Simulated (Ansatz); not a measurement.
Checking a run of Ansatz (a quantum-chemistry and plane-wave program) on a sheet of MgI2 (3 atoms in the cell). The aim is a self-consistent single point with DFT, PBE, plane waves, default PAW files.

This input was run:

Ansatz 0.2 input:
```yaml
# MgI2
crystal:
  lattice:
    - [4.11262900, 0.00000000, 0.00000000]
    - [-2.05631500, 3.56164100, 0.00000000]
    - [0.00000000, 0.00000000, 17.33511600]
  atoms:
    - { symbol: Mg, position: [0.00000000, 0.00000000, 0.50000000] }
    - { symbol: I, position: [0.33333300, 0.66666700, 0.59619500] }
    - { symbol: I, position: [0.66666700, 0.33333300, 0.40380500] }
basis:
  ecutwfc: 420.0
  ecutrho_ratio: 1
kpoints:
  mp_grid: { grid: [9, 9, 1] }
hamiltonian:
  xc: pbe
  pseudopotentials: { kind: paw }
scf:
  occupations: { method: fermi_dirac, width: 0.1 }
output:
  forces: true
  eigenvalues: true
  stress: true
```

The program printed (abridged):

```
   [... lines left out ...]
settings of this run that can trade accuracy for cost: basis.ecutrho_ratio < 4. Do not mix this run's numbers with those of runs without the same settings …
WARN ansatz: RAYON_NUM_THREADS=1 ignored (pool sized by the plan → 1); use --threads N
Pseudopotentials: kind: paw
Pseudopotential: Mg, paw, valence charge 10
Pseudopotential: I, paw, valence charge 17
Crystal: 3 atoms, lattice volume = 253.920 Å³
Basis set: ecut = 420 eV, 4929 PW (Γ), exchange–correlation on 40×40×180 points (8 copies of the dense FFT grid, shifted against one another)
Bands: 27, of which v1, the nominal top of the filled ones, is band 22 counted from 1 (21 counted from 0)
Symmetry: 12 space group operations
Space group: P-3m1 (ITA 164), of the structure as read, at distance tolerance 6.3e-5 Å
k-points: 12 of 81
Initial density: superposition of atomic densities (neutral atoms: chi_scale 0, normalization atom), corrected by the library's trained network
Initial wavefunctions: pseudopotential atomic-orbital guess
Eigensolver: davidson
Functional: x = pbe(κ = 0.804, μ = 0.2195149727645171), c = pbe(β = 0.06672455060314922)
SCF iter   1: F=—  HF=-16953.378132 eV  |F-HF|=—  |Δ(HF+E_count)|=         —  Δρ=8.24e-4  dr2=1.01e-3  ethr=1.77e-3  ⟨swp⟩=11.7  Hψ=1954  notcnv=0
all-band conjugate gradients solve this SCF's bands
preconditioner: auto → Resta (q_TF=auto, 2.037 Å⁻¹)
SCF iter   2: F=—  HF=-16953.380036 eV  |F-HF|=—  |Δ(HF+E_count)|=   1.90e-3  Δρ=5.04e-4  dr2=9.60e-4  ethr=2.30e-6  ⟨swp⟩=3.2  Hψ=636  notcnv=0
   [... lines left out ...]
SCF iter   7: F=—  HF=-16953.380948 eV  |F-HF|=—  |Δ(HF+E_count)|=   1.10e-6  Δρ=8.99e-6  dr2=6.90e-7  ethr=3.41e-9  ⟨swp⟩=2.0  Hψ=418  notcnv=0  defer=2
SCF iter   8: F=—  HF=-16953.380948 eV  |F-HF|=—  |Δ(HF+E_count)|=   1.31e-7  Δρ=3.70e-6  dr2=1.70e-7  ethr=1.57e-9  ⟨swp⟩=2.0  Hψ=418  notcnv=0  defer=2
SCF iter   9: F=-16953.380948 eV  HF=-16953.380948 eV  |F-HF|=2.15e-8  |Δ(HF+E_count)|=   3.05e-8  Δρ=1.33e-6  dr2=2.57e-8  ethr=2.27e-10  ⟨swp⟩=8.8  Hψ=1403  notcnv=0
SCF 1 converged in 9 iterations: F = -16953.380948 eV  dr2 = 2.57e-8
Free energy (F): -16953.380948 eV
Internal energy: -16953.380948 eV  (E = F + TS)
E sigma→0 (E₀):  -16953.380948 eV
Fermi energy:    0.057131 eV
--- Forces (eV/Å), atoms counted from 1 ---
  atom   1  Mg     0.00000000     0.00000000     0.00000000
  atom   2  I      0.00000000     0.00000000     0.12221014
  atom   3  I     -0.00000000     0.00000000    -0.12221014
--- Stress (GPa, compression-positive) ---
        1.581989      -0.000000       0.000000
       -0.000000       1.581989      -0.000000
        0.000000      -0.000000       1.323948
  P = ⅓ Tr σ = 1.4960 GPa (14.960 kbar)
  The stress holds the Pulay correction, which leaves out the density cutoff's part. Without it, at fixed plane waves, as pw.x and ABINIT print it …
settings of this run that can trade accuracy for cost: basis.ecutrho_ratio < 4. Do not mix this run's numbers with those of runs without the same settings …
```

### Question
Can these results be used? Check the input.

### Answer
The run is not sound. The fault is a density cutoff or grid that is too coarse. The density and potential grid has to resolve products of orbitals and any augmentation charge. To fix it, restore the density cutoff. The run converged in 9 iterations without an error; against the sound input the free energy drops by 197 meV/atom, the largest force goes from 0.195 to 0.122 eV/Å and the gap on the mesh hardly changes (3.717 to 3.718 eV). The full log also holds (shortened here): “WARN basis.ecutrho_ratio = 1 (ecutrho = 420 eV) is below the records' recommended cutoff”.

The sound input it was made from differs as follows (other fixes are possible):
```diff
-  ecutrho_ratio: 1
```

With that input, the run converged in 8 iterations: free energy E − TS (on the zero of these files) -16952.7902 eV; top of the valence band (on the code's own zero) -1.81 eV; gap on the k-point mesh 3.72 eV; pressure averaged over the cell with its vacuum 0.60 GPa; largest force (vector length) 0.195 eV/Å (DFT, PBE, plane waves, default PAW files).

On the sound input: the starting cell was generated: these elements placed on a structure prototype, without a prior relaxation; it need not be a known phase or ordering of this composition. Its lattice was rescaled in the plane by a random factor within 2.5 % of one. Spin-orbit coupling is off.
